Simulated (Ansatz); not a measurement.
# Effect of isotropic strain −0.50 % on Ca

Consider Ca in the fcc (Cu type) structure (space group Fm-3m, No. 225; a = 5.527 Å; relaxed with 0.1 eV smearing).

Modification: every lattice vector is shortened by 0.50 %; the atoms relax in the strained cell.

Method: Ansatz (a quantum-chemistry and plane-wave program), PBE, PAW, cutoff 420 eV, no spin-orbit coupling. Settings: 21×21×21 k-points, 0.1 eV Fermi–Dirac smearing.

- Volume per atom = 41.57 Å³ (base 42.20 Å³)
- Shortest interatomic distance = 3.888 Å (base 3.908 Å)
- Energy relative to the base (free energy F) = +0.6 meV/atom
- Pressure = 0.3 GPa (base 0.0 GPa)
- Band gap = zero (base zero)

Cost of the whole job for the changed cell (relaxation, final SCF and bands): very roughly 10 core-seconds.

Whether these cells are dynamically stable was not tested.
